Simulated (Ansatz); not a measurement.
Base system: TiN in the rock salt structure (space group Fm-3m, No. 225; a = 4.2476 Å; relaxed with 0.1 eV smearing).

All numbers come from Ansatz (a program for electronic structure) PBE, no spin-orbit coupling.

Before the change:

```
Quantity    Value
--------  -------
Pressure  0.0 GPa
```

The change: every lattice vector is shortened by 3.83 %, atoms relaxed at fixed cell.

Problem. What does the calculation give for the energy relative to the base and pressure after the change?

Solution. The energy grows by 124 meV/atom; the pressure goes from zero to 41.5 GPa.

The cells carry an imposed strain or load. Stability against distortions was not tested. The final runs are not spin-polarised. An odd electron count without spin: TiN.
